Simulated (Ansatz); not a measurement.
Given:

```xyz
2
Lattice="0.0000 1.7782 1.7782 1.7782 0.0000 1.7782 1.7782 1.7782 0.0000" Properties=species:S:1:pos:R:3 pbc="T T T"
N      2.6672     2.6672     2.6672
B      0.0000     0.0000     0.0000
```

No spin polarisation.

Method: PBE, PAW, 420 eV (Ansatz, a first-principles code; no SOC), earlier PAW set. Γ-centred 16×16×16 mesh, Fermi–Dirac width 0.05 eV.

**Question.** What is the computed band gap?

**Answer.** 4.52 eV.

**Question.** Predict the hole mass (degenerate bands, along [100]).

**Answer.** 0.52 mₑ (at Γ).

**Question.** Estimate the smallest direct gap.

**Answer.** 9.06 eV.

The cells carry an imposed strain or load. Effective masses come from finite differences of ±0.01 Å⁻¹. Whether these cells are dynamically stable was not tested. The cell was made from BN in the zinc blende structure (space group F-43m, No. 216) by this change: isotropic strain −1.87 %.
